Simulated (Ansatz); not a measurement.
Input and output of a relaxation of cell and atoms for FeNi3 (Pm-3m, 4 atoms in the cell) (Ansatz, an electronic-structure program).

Method of the run: PBE (plane waves, PAW; Ansatz).

```
CELL_PARAMETERS angstrom
      3.51042     0.00000     0.00000
      0.00000     3.51042     0.00000
      0.00000     0.00000     3.51042
ATOMIC_POSITIONS crystal
  Fe 0.00000 0.00000 0.00000
  Ni 0.00000 0.50000 0.50000
  Ni 0.50000 0.00000 0.50000
  Ni 0.50000 0.50000 0.00000
```
Moments meant for the start (each program seeds them in its own way; μB, in the order of the atoms Fe Ni Ni Ni): 4.0 2.0 2.0 2.0.

Reference input (self-consistent single point, DFT, PBE, plane waves, default PAW files): basis.ecutwfc = 30.9 Ry; kpoints.mp_grid.grid = 6 6 6; hamiltonian.xc = pbe; hamiltonian.pseudopotentials = {kind: paw} (the program's default PAW files); magnetization.spin_polarized = true; scf.occupations.method = fermi_dirac; scf.occupations.width = 0.0073 Ry. This run's input differs from it in these lines:

```diff
@@ -21,2 +21,4 @@
   occupations: { method: fermi_dirac, width: 0.0073 Ry }
+relax:
+  cell: {}
 output:
```

Log, with long lists cut:

```
   [... SCF lines of the steps left out ...]
relax step   1: F+E_penalty+E_count = -22000.03828486 eV  Δ(F+E_penalty+E_count) = +0.000e0 eV  max|allowed force component| = 3.166e-28 eV/Å  Δτ_max = 0.0000 Å  P = +6.374 GPa  Ω = 43.259 Å³  (15 SCF iters, dr2 threshold 1.00e-7 eV, accepted)
relax step   2: F+E_penalty+E_count = -22000.05783624 eV  Δ(F+E_penalty+E_count) = -1.955e-2 eV  max|allowed force component| = 7.468e-29 eV/Å  Δτ_max = 0.0000 Å  P = +2.959 GPa  Ω = 43.945 Å³  energy of the carried Pulay correction = -3.117e-4 eV  [...]
   [... lines left out ...]
relax step   4: F+E_penalty+E_count = -22000.06344019 eV  Δ(F+E_penalty+E_count) = -1.761e-6 eV  max|allowed force component| = 6.626e-29 eV/Å  Δτ_max = 0.0000 Å  P = +0.004 GPa  Ω = 44.591 Å³  energy of the carried Pulay correction = -6.010e-4 eV  [...]
relax step   5: F+E_penalty+E_count = -22000.06399593 eV  Δ(F+E_penalty+E_count) = -5.557e-4 eV  max|allowed force component| = 6.626e-29 eV/Å  Δτ_max = 0.0000 Å  P = -0.003 GPa  Ω = 44.591 Å³  stress off target by 3.47e-3 GPa  SCF on the basis [...]
basis re-selected at this cell: Δ(F+E_penalty+E_count) = -5.557e-4 eV, ΔP = -0.007 GPa vs the last step
the relaxation is at rest under the 48 symmetry operations that the run kept from its start: a minimum is not shown …
the relaxation's final electronic state is not compared with the one that a single-point calculation of its input finds at the relaxed geometry …
Magnetization: 4.9138 μB (37.4569 up, 32.5431 down)
   [... lines left out ...]
Absolute magnetization: 5.4082 μB (∫|ρ↑−ρ↓|, with the PAW one-centre terms)
Free energy (F): -22000.063996 eV
Fermi energy:    18.227389 eV
  cell:  # Å, volume = 44.5907 Å³
   [... lines left out ...]
  atoms:
    - { symbol: Fe, position: [6.400710651303529e-34, 7.315097887191334e-35, -1.8287744718030447e-35] }
    - { symbol: Ni, position: [-1.1521279172331456e-33, 0.49999999999999994, 0.49999999999999994] }
    - { symbol: Ni, position: [0.49999999999999994, 9.143872358997501e-35, 0.49999999999999994] }
    - { symbol: Ni, position: [0.49999999999999994, 0.49999999999999994, 5.486323415390839e-35] }
```

The run converged. 

Summary of the result:
```
Quantity                                                                           Value
-----------------------------------------------  ---------------------------------------
Free energy E − TS (on the zero of these files)                           -22000.0640 eV
Fermi level (on the code's own zero)                                            18.23 eV
Pressure                                                                        0.00 GPa
Size of the cell's spin moment                                                   4.91 μB
Final cell                                       a = b = c = 3.546 Å, α = β = γ = 90.00°
Final volume per atom                                                           11.15 Å³
Relaxation steps                                                                       5
```

The starting cell comes from a database of computed structures (which also holds hypothetical and non-ambient phases and stackings), without a prior relaxation at this level. The magnetic order is the one reached from the typed start; others were not searched systematically. The relaxation keeps the symmetry of its start, so its end need not be a minimum. Ansatz's pressure includes its estimate of the finite-basis (Pulay) stress.

Cost on one core of a shared machine: roughly 30 s.

Keys are those of Ansatz 0.2.
